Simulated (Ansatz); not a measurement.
CdAg₄Ge₂S₇ (Cc, No. 9; cell taken from a computed entry) was calculated with r²SCAN+SOC (PAW; Ansatz, a first-principles code).

Run with plane-wave cutoff 560 eV, 4×4×4 k mesh, Fermi–Dirac smearing 0.01 eV, PAW data made under PBE.

Cell (relaxed with PBEsol):

```
Ag4CdGe2S7
1.0
    8.73343    -3.38945     0.01660
    8.73343     3.38945     0.01660
   -0.56698     0.00000    10.36044
Cd Ag Ge S
2 8 4 14
Direct
  0.02155   0.67600   0.28869
  0.67600   0.02155   0.78869
  0.16871   0.82986   0.00020
  0.82986   0.16871   0.50020
  0.38367   0.73668   0.37940
  0.73668   0.38367   0.87940
  0.51844   0.90069   0.09947
  0.90069   0.51844   0.59947
  0.40272   0.15265   0.44975
  0.15265   0.40272   0.94975
  0.59865   0.25589   0.16920
  0.25589   0.59865   0.66920
  0.96263   0.31367   0.24236
  0.31367   0.96263   0.74236
  0.20087   0.86235   0.59193
  0.86235   0.20087   0.09193
  0.30059   0.03392   0.28889
  0.03392   0.30059   0.78889
  0.90724   0.55595   0.13744
  0.55595   0.90724   0.63744
  0.53279   0.13408   0.01586
  0.13408   0.53279   0.51586
  0.70462   0.06759   0.34532
  0.06759   0.70462   0.84532
  0.60403   0.31587   0.70063
  0.31587   0.60403   0.20063
  0.77407   0.44921   0.41778
  0.44921   0.77407   0.91778
```

What does this level give for the band gap and smallest direct gap on the k points sampled?


* **band gap**: 1.09 eV
* **smallest direct gap on the k points sampled**: 1.10 eV

Note: cell and atoms aren't relaxed at this level (largest force component 0.40 eV/Å, pressure 1.8 GPa); this cell isn't known to be the ambient phase, and symmetry holds it in the calculation.
